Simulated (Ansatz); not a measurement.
**GaN, response to strain**

Consider GaN in the zinc blende structure (space group F-43m, No. 216; a = 4.498 Å). Axes: x, y, z lie along the cube axes.

Strains are applied to the cell and any free atomic positions relax; under biaxial strain the out-of-plane vector relaxes too.

Method: PBEsol/PAW in Ansatz (an electronic-structure program), no spin-orbit coupling.

Notes on the quantities. energy relative to the base: free energy F.

```tsv
biaxial strain, plane normal [001], relaxed out of plane (%)	energy relative to the base (meV/atom)
-3	17.7
-2.5	?
-2	7.7
-1.5	4.3
0	0.0
```

**Question.** Fit ΔE = Aε² + Bε³ (ε in %) to the rows shown and predict the withheld row.

**Answer.** Least squares on the printed values gives A = 1.85 and B = -0.040 meV/atom (largest residual 0.0 meV/atom); this predicts 12.2 meV/atom, and the run gives 12.2 meV/atom, in agreement.

Whether these cells are dynamically stable was not tested. This is not the structure that GaN has at room temperature and ambient pressure.
